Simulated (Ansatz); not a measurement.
Input and output of a zone-centre phonon calculation for BaNi₂P₄ (I4/mmm, 7 atoms in the cell) (Ansatz, a program for electronic structure).

Computed with LDA (PW92), PAW files made with PBE (plane waves; Ansatz).

```
Ba(NiP2)2
1.0
   -3.26569     3.26569     2.88243
    3.26569    -3.26569     2.88243
    3.26569     3.26569    -2.88243
Ba Ni P
1 2 4
Direct
  0.00000   0.00000   0.00000
  0.25000   0.75000   0.50000
  0.75000   0.25000   0.50000
  0.74285   0.50000   0.24285
  0.25715   0.50000   0.75715
  0.50000   0.25715   0.75715
  0.50000   0.74285   0.24285
```

Reference input (self-consistent single point, DFT, LDA (PW92), plane waves, PAW files made with PBE): basis.ecutwfc = 30.9 Ry; kpoints.mp_grid.grid = 7 7 7; hamiltonian.xc = lda; hamiltonian.pseudopotentials = {kind: paw} (the program's default PAW files); scf.occupations.method = fermi_dirac; scf.occupations.width = 0.01 Ry. This run's input differs from it in these lines:

```diff
@@ -27,6 +27,4 @@
     width: 0.01 Ry
-output:
-  forces: true
-  eigenvalues: true
-  stress: true
+phonons:
+  method: dfpt
```

Output (repeated stretches shortened):

```
SCF iter   1: F=—  HF=-20237.366760 eV  |F-HF|=—  |Δ(HF+E_count)|=         —  Δρ=6.36e-2  dr2=7.22e0  ethr=3.10e-3  ⟨swp⟩=11.1  Hψ=22327  notcnv=0
all-band conjugate gradients solve this SCF's bands
preconditioner: auto → Kerker (q_TF=auto, 2.460 Å⁻¹)
SCF iter   2: F=—  HF=-20236.381897 eV  |F-HF|=—  |Δ(HF+E_count)|=   9.85e-1  Δρ=2.73e-2  dr2=1.85e0  ethr=3.10e-3  ⟨swp⟩=3.4  Hψ=7099  notcnv=0
   [... lines left out ...]
SCF iter  11: F=—  HF=-20235.772203 eV  |F-HF|=—  |Δ(HF+E_count)|=   2.44e-9  Δρ=1.25e-6  dr2=2.23e-9  ethr=4.13e-11  ⟨swp⟩=2.5  Hψ=6703  notcnv=0
SCF iter  12: F=—  HF=-20235.772203 eV  |F-HF|=—  |Δ(HF+E_count)|=  3.06e-10  Δρ=2.39e-7  dr2=6.11e-11  ethr=3.37e-12  ⟨swp⟩=2.6  Hψ=6957  notcnv=0
SCF iter  13: F=—  HF=-20235.772203 eV  |F-HF|=—  |Δ(HF+E_count)|=  7.28e-11  Δρ=1.94e-7  dr2=3.56e-11  ethr=1.00e-12  ⟨swp⟩=10.9  Hψ=26598  notcnv=0
SCF iter  14: F=-20235.772203 eV  HF=-20235.772203 eV  |F-HF|=0.00e0  |Δ(HF+E_count)|=  7.28e-12  Δρ=1.41e-8  dr2=2.58e-13  ethr=1.00e-12  ⟨swp⟩=5.0  Hψ=18486  notcnv=0
SCF 1 converged in 14 iterations: F = -20235.772203 eV  dr2 = 2.58e-13
DFPT response loops at Γ: preconditioner auto → Kerker (q_TF=auto, 2.460 Å⁻¹) (partly filled bands, converged f_vac=0.000) …
WARN: q = [0.0000, 0.0000, 0.0000]: the response loops show signs that the electronic state is unstable, or barely stable, against a charge, spin or orbital …
Free energy (F): -20235.772203 eV
Internal energy: -20235.610153 eV  (E = F + TS)
E sigma→0 (E₀):  -20235.691178 eV
Entropy (-TS):   -0.162050 eV (-23.150 meV/atom)
Fermi energy:    10.971587 eV
   [... lines left out ...]
  ASR residual per site (eV/Å²): 5.28e-5 1.48e-4 1.48e-4 8.33e-5 8.33e-5 8.33e-5 8.33e-5
  Γ frequencies (cm⁻¹): 0.00 0.00 0.00 82.52 82.52 83.29 133.07 158.84 158.84 164.91 270.76 270.76 274.15 274.15 286.10 319.50 340.47 352.64 401.60 401.60 445.89
  non-analytic LO–TO correction: not included (Born effective charges unavailable; polar crystals: no LO–TO splitting at Γ)
```

The run converged in 14 iterations. 

Summary of the result:
```
Item                                                                                                                                              Result
--------------------------------------------------------  ----------------------------------------------------------------------------------------------
Free energy E − TS (on the zero of these files)                                                                                           -20235.7722 eV
Fermi level (on the code's own zero)                                                                                                            10.97 eV
Zone-centre frequencies (cm⁻¹; negative means imaginary)  0, 0, 0, 83, 83, 83, 133, 159, 159, 165, 271, 271, 274, 274, 286, 320, 340, 353, 402, 402, 446
```

The starting cell comes from a database of computed structures (which also holds hypothetical and non-ambient phases and stackings), without a prior relaxation at this level. Spin polarisation is off, so a magnetic state, if there is one, cannot be reached.

Cost on one core of a shared machine: roughly 20 min.

Keys are those of Ansatz 0.2.
